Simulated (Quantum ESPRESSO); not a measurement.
# Sensitivity of a calculation on La3TaO7 (Cmmm, 11 atoms in the cell) to its settings

```xyz
11
Lattice="3.7522 5.4289 0.0000 -3.7522 5.4289 0.0000 0.0000 0.0000 3.8662" Properties=species:S:1:pos:R:3 pbc="T T T"
La     0.0000     0.0000     0.0000
La    -1.8761    -2.7145    -1.9331
La    -1.8761     2.7145    -1.9331
Ta    -3.7522     0.0000     0.0000
O     -3.7522     0.0000    -1.9331
O     -2.3174    -1.3383     0.0000
O     -5.1869     1.3383     0.0000
O     -2.3174     1.3383     0.0000
O     -5.1869    -1.3383     0.0000
O     -3.7522     4.0161    -1.9331
O     -3.7522    -4.0161    -1.9331
```

Base run A: Quantum ESPRESSO with PBEsol, GBRV 1.5 ultrasoft (PBESOL) pseudopotentials, self-consistent single point.

Its settings: ecutwfc = 40 Ry; ecutrho = 320 Ry; occupations = fixed; potentials = {La: la_pbesol_v1.uspp.F.UPF, Ta: ta_pbesol_v1.uspp.F.UPF, O: o_pbesol_v1.2.uspp.F.UPF}; K_POINTS = automatic 3 3 4 0 0 0; nbnd = 48; conv_thr = 1e-10 Ry; mixing_beta = 0.3.

The starting cell comes from a database of computed structures (which also holds hypothetical and non-ambient phases and stackings), without a prior relaxation at this level. Its lattice was rescaled by a random factor within 2.5 % of one. Spin-orbit coupling is off. In the base run, with a pressure of about 10 GPa the cell is away from its equilibrium volume at this level.

ΔF is the free energy per atom less that of run A. A dash stands where there is no value to compare (another energy zero or no entropy term, no result, no spin, no clean gap, or a mesh too coarse for one). Absolute energies have different zeros for different potentials, functionals, Hubbard and dispersion terms and are not compared across them.

Runs G sample the zone with one or two k-points, far too few for so small a cell.

| run | change | ΔF (meV/atom) | pressure (GPa) | largest force (eV/Å) | gap on the mesh (eV) | k-points |
|---|---|---|---|---|---|---|
| A | base | 0.00 | 10.43 | 0.844 | 3.811 | 12 |
| B | HUBBARD: default → ortho-atomic; U Ta-5d 4 eV [PBEsol+U] | – | 11.05 | 0.985 | 3.782 | 12 |
| C | ecutwfc: 40 Ry → 32 Ry; ecutrho: 320 Ry → 256 Ry | 41.9 | 6.98 | 0.841 | 3.813 | 12 |
| D | K_POINTS: automatic 3 3 4 0 0 0 → automatic 3 3 4 1 1 1 | -1.21 | 10.42 | 0.841 | 4.091 | 8 |
| E | nosym: default → true | 0.00 | 10.43 | 0.844 | 3.811 | 19 |
| F | nbnd: 48 → 46 | 0.00 | 10.43 | 0.844 | 3.811 | 12 |
| G | K_POINTS: automatic 3 3 4 0 0 0 → automatic 1 1 1 0 0 0 | 459.5 | 12.49 | 1.439 | 2.805 | 1 |
| H | ecutwfc: 40 Ry → 55 Ry; ecutrho: 320 Ry → 440 Ry; pseudopotentials: {La: la_pbesol_v1.uspp.F.UPF, Ta: ta_pbesol_v1.uspp.F.UPF, O: o_pbesol_v1.2.uspp.F.UPF} → {La: La.GGA-PBE-paw-v1.0.UPF, Ta: Ta_pbe_v1.uspp.F.UPF, O: O.pbe-n-kjpaw_psl.0.1.UPF}; input_dft: default → pbesol | – | 10.79 | 0.802 | 3.796 | 12 |
| I | mixing_beta: 0.3 → 0.4 | 0.00 | 10.43 | 0.844 | 3.811 | 12 |
| J | mixing_ndim: default → 12 | 0.00 | 10.43 | 0.844 | 3.811 | 12 |

Run C against A: The free energy goes up by 41.9 meV/atom, the pressure goes from 10.43 to 6.98 GPa, the largest force hardly changes (0.844 to 0.841 eV/Å) and the gap on the mesh hardly changes (3.811 to 3.813 eV).

Run D against A: The free energy falls by 1.2 meV/atom, the pressure hardly changes (10.43 to 10.42 GPa), the largest force moves little (0.844 to 0.841 eV/Å) and the gap on the mesh goes from 3.811 to 4.091 eV.
